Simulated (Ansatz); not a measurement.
Pressure series in Zr

Consider Zr in the hcp (Mg type) structure (space group P6_3/mmc, No. 194; a = 3.232 Å, c = 5.174 Å).

Cell and atoms are relaxed at each pressure.

Method: PBE (Ansatz, a program for electronic structure; PAW; 420 eV plane waves; no SOC), earlier PAW set.

| case | c/a ratio | density | shortest interatomic distance |
|---|---|---|---|
| base | 1.601 | 6.47 g/cm³ | 3.189 Å |
| pressure −2 GPa | 1.599 | 6.33 g/cm³ | 3.212 Å |
| pressure −1 GPa | 1.600 | 6.40 g/cm³ | 3.200 Å |
| pressure 1.8 GPa | 1.603 | 6.60 g/cm³ | … |
| pressure 4.2 GPa | 1.606 | … | 3.149 Å |
| pressure 9 GPa | 1.615 | 7.04 g/cm³ | 3.110 Å |
| pressure 18 GPa | 1.635 | 7.54 g/cm³ | 3.050 Å |
| pressure 30 GPa | 1.671 | 8.14 g/cm³ | 2.951 Å |
| pressure 45 GPa | 1.719 | 8.81 g/cm³ | 2.848 Å |
| pressure 60 GPa | 1.761 | 9.40 g/cm³ | 2.765 Å |

Task: Complete the table.

Result: 
- pressure 1.8 GPa, shortest interatomic distance: 3.171 Å
- pressure 4.2 GPa, density: 6.75 g/cm³

Load acts through the strain it causes; cell and atoms are relaxed under it. Stability against distortions was not tested. All final runs are without spin polarisation. Measured, Zr leaves this structure (for the ω phase) near 3 GPa (temperature not stated; as listed in C. Cazorla, D. Alfè, M. J. Gillan, Physical Review B (2008)).
